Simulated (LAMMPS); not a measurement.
LAMMPS 22 Jul 2025, classical MD, Buckingham with full ionic charges: a series of growing systems, each on 32 ranks.

| Item | Result |
|---|---|
| task | MD, nve |
| potential | Buckingham with full ionic charges |
| shape (slab and sphere leave vacuum in the box) | bulk |
| temperature | 300 K |
| steps | 300 |
| timestep | 1 fs |
| neighbor skin | 2 Å |
| neigh_modify | every 1 delay 0 check yes |
| thermo | 100 |
| kspace_style | pppm |
| kspace_accuracy | 0.0001 |
| pair cutoff | 10 Å |
| newton | on (default) |
| atom_modify sort (bins of 2 Å where set) | 1000 (default) |
| comm_style | brick (default) |
| kspace_modify | order 5 diff ik (default) |

Hardware: Arm Neoverse V2, 96 cores on 1 socket, no SMT, 1 L3 cache group.

Times are wall-clock medians of two to five runs, from launch to exit, with nothing else on the machine. Unless noted, each process is bound to its own block of adjacent cores. The times hold for this build (PyPI wheel: MPICH, OPENMP and OPT packages). Scratch files lie in a memory file system. A preparatory run goes ahead and isn't timed.

Measured:

```json
[
 {"system": "MgO, 512 atoms", "replicate": "4×4×4", "neighbour list builds": "0", "wall time": "0.26 s", "peak memory": "0.55 GiB"},
 {"system": "MgO, 1728 atoms", "replicate": "6×6×6", "neighbour list builds": "0", "wall time": "0.34 s", "peak memory": "0.58 GiB"}
]
```

Still to run:

| system | replicate |
|---|---|
| MgO, 8000 atoms | 10×10×10 |
| MgO, 32768 atoms | 16×16×16 |
| MgO, 110592 atoms | 24×24×24 |

**Question.** Estimate time and memory of the remaining systems.

**Answer.** The two largest measured give a power of ln(0.34/0.26) / ln(1728/512) = 0.22 in the count of atoms; the table sets what it predicts beside the runs.

```json
[
 {"system": "MgO, 8000 atoms", "time by that power": "0.48 s", "neighbour list builds": "0", "wall time": "0.74 s", "peak memory": "0.57 GiB"},
 {"system": "MgO, 32768 atoms", "time by that power": "0.65 s", "neighbour list builds": "0", "wall time": "2.4 s", "peak memory": "0.71 GiB"},
 {"system": "MgO, 110592 atoms", "time by that power": "0.85 s", "neighbour list builds": "0", "wall time": "7.5 s", "peak memory": "0.99 GiB"}
]
```

From the smallest system to the largest the time grows as the power 0.6 of the count of atoms; from step to step the powers are 0.2, 0.5, 0.8, 0.9. In the smallest, launch, exit and the like take 0.16 s of the 0.26 s. The largest part is start and exit outside the program's clock (63 %) in the smallest system and pair forces (Pair) (72 %) in the largest.
